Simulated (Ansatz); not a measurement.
Consider Cu vacancy in zinc-blende CuI, charge state -1. Computed with PBE, PAW (plane waves to 420 eV; Ansatz, a quantum-chemistry and plane-wave program).

Cell of 64 host sites held at the relaxed PBE lattice; one k-point at (0.250, 0.250, 0.250); Fermi-Dirac width 0.01 eV, spin-restricted; finite-size errors left in. Energies are static. Spin-orbit coupling is left out. The charge state is imposed; whether it is stable for some Fermi level was not computed. Forms of the defect that were not tried may lie lower.

Barriers: single points on a 2×2×2 k-point mesh shifted by half a step at the bands' geometries.

Relaxed starting cell (atoms counted from 1):

```xyz
63
Lattice="12.1600 0.0000 0.0000 0.0000 12.1600 0.0000 0.0000 0.0000 12.1600" Properties=species:S:1:pos:R:3 pbc="T T T"
Cu    -0.0071    -0.0054     6.0817
Cu    -0.0077     6.0766     0.0025
Cu    -0.0045     6.0788     6.0843
Cu     6.0758    -0.0071     0.0028
Cu     6.0781    -0.0033     6.0818
Cu     6.0804     6.0819     0.0029
Cu     6.0746     6.0763     6.0821
I      1.5239     1.5211     4.5603
I      1.5142     1.5118    10.6519
I      1.5235     7.5986     4.5717
I      1.5239     7.6082    10.6468
I      7.6002     1.5220     4.5714
I      7.6099     1.5221    10.6462
I      7.6058     7.6037     4.5686
I      7.6057     7.6043    10.6502
Cu    -0.0447     3.0082     3.0189
Cu     0.0382     3.0071     9.1440
Cu     0.0430     9.1456     3.0085
Cu    -0.0494     9.1485     9.1520
Cu     6.0773     3.0264     3.0341
Cu     6.0768     3.0278     9.1288
Cu     6.0786     9.1209     3.0345
Cu     6.0791     9.1238     9.1294
I      1.5231     4.5545     1.5274
I      1.5253     4.5682     7.6006
I      1.5121    10.6499     1.5125
I      1.5250    10.6422     7.6143
I      7.6000     4.5678     1.5278
I      7.6044     4.5633     7.6095
I      7.6100    10.6418     1.5305
I      7.6053    10.6467     7.6067
Cu     3.0113    -0.0469     3.0169
Cu     3.0074     0.0368     9.1450
Cu     3.0258     6.0727     3.0344
Cu     3.0291     6.0772     9.1284
Cu     9.1459     0.0382     3.0098
Cu     9.1538    -0.0530     9.1580
Cu     9.1245     6.0772     3.0321
Cu     9.1246     6.0727     9.1305
I      4.5565     1.5232     1.5277
I      4.5688     1.5232     7.6017
I      4.5679     7.5979     1.5291
I      4.5653     7.6052     7.6095
I     10.6508     1.5103     1.5135
I     10.6427     1.5246     7.6149
I     10.6436     7.6109     1.5303
I     10.6443     7.6036     7.6074
Cu     3.0121     3.0116    -0.0410
Cu     3.0298     3.0288     6.0782
Cu     3.0088     9.1365     0.0401
Cu     3.0275     9.1217     6.0823
Cu     9.1366     3.0038     0.0412
Cu     9.1225     3.0283     6.0828
Cu     9.1515     9.1535    -0.0436
Cu     9.1229     9.1260     6.0804
I      4.5638     4.5619     4.5658
I      4.5718     4.5692    10.6472
I      4.5700    10.6411     4.5735
I      4.5573    10.6415    10.6457
I     10.6430     4.5676     4.5736
I     10.6430     4.5553    10.6469
I     10.6438    10.6417     4.5592
I     10.6764    10.6736    10.6780
```
Cell charge -1.

End state 1 differs by these moves (Å; atoms that move under 0.08 Å are left out):

```
atom  element    Δx     Δy     Δz
----  -------  ----  -----  -----
18         Cu  0.00   2.98  -2.98
36         Cu  0.00  -0.07   0.08
54         Cu  0.00  -0.08   0.08
```

Problem. Give the forward and backward barriers to end state 1 at the level PBE, PAW.

Solution. forward 0.40 eV, backward 0.40 eV; at the saddle point atom 18 has neighbours Cu at 2.59, Cu at 2.69; I at 2.62, 2 I at 2.88, 2 I at 3.22 Å. The saddle point's order was not checked, and it lies on a symmetry element of the cell, where a band can be held.
